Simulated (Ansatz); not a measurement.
System: cubic perovskite CsPbCl3 (cubic high-temperature phase). Method: PBE-D3(BJ) (plane waves, PAW; Ansatz, an electronic-structure program).

Settings: plane-wave cutoff 520 eV, 6×6×6 k mesh, Fermi–Dirac smearing 0.01 eV, scalar-relativistic PAW data made under PBE.

Cell (relaxed at this level):

```yaml
crystal:
  lattice:
    - [5.66882, 0.00000, 0.00000]
    - [0.00000, 5.66882, 0.00000]
    - [0.00000, 0.00000, 5.66882]
  atoms:
    - { symbol: Cs, position: [0.00000, 0.00000, 0.00000] }
    - { symbol: Pb, position: [0.50000, 0.50000, 0.50000] }
    - { symbol: Cl, position: [0.50000, 0.00000, 0.50000] }
    - { symbol: Cl, position: [0.00000, 0.50000, 0.50000] }
    - { symbol: Cl, position: [0.50000, 0.50000, 0.00000] }
```

Task: Predict the bulk modulus, band gap, Γ–Γ gap and pressure derivative B′ of the bulk modulus.

Result: 
* **bulk modulus**: 24.1 GPa
* **band gap**: 2.08 eV
* **Γ–Γ gap**: 5.80 eV
* **pressure derivative B′ of the bulk modulus**: 4.6

Note: the relaxation could not lower the start's symmetry, so the cell can be a saddle point above a distorted one.

Spin–orbit coupling is not included; with these elements it can move the gap by several tenths of an eV or more.

Computed values are for the static lattice.

Computing time: roughly 110 core-seconds.
